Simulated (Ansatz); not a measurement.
The reference is Re (space group R-3m, No. 166; a = 2.753 Å, c = 19.965 Å (hexagonal axes); a cell from a computed database, its experimental status unchecked; relaxed with 0.1 eV smearing). Axes: x lies along a and z along c of the hexagonal cell.

The values are results of PBEsol (Ansatz, an electronic-structure program), scalar-relativistic without spin-orbit coupling, not measurements.

One thing is altered: every lattice vector is shortened by 2.24 %; the atoms relax in the strained cell.

Task: Predict the stress tensor and what it implies for the stiffness.

Result: Stress of the strained cell less that of the base (GPa, compression positive):
```
   30.7     0.0     0.0
    0.0    30.7     0.0
    0.0     0.0    30.9
```

Then B = −ΔP/(ΔV/V₀) with ΔV/V₀ = -0.0657 gives secant stiffness values (nonlinear terms included at this strain): B (at held cell shape, above the free-shape value) ≈ 468 GPa.

As a check, the harmonic strain energy −½ V₀ Δσ:ε is 94 meV/atom; the computed energy rise is 86 meV/atom.

Stability against distortions was not tested. All final runs are without spin polarisation. This is not the structure that Re has at room temperature and ambient pressure.
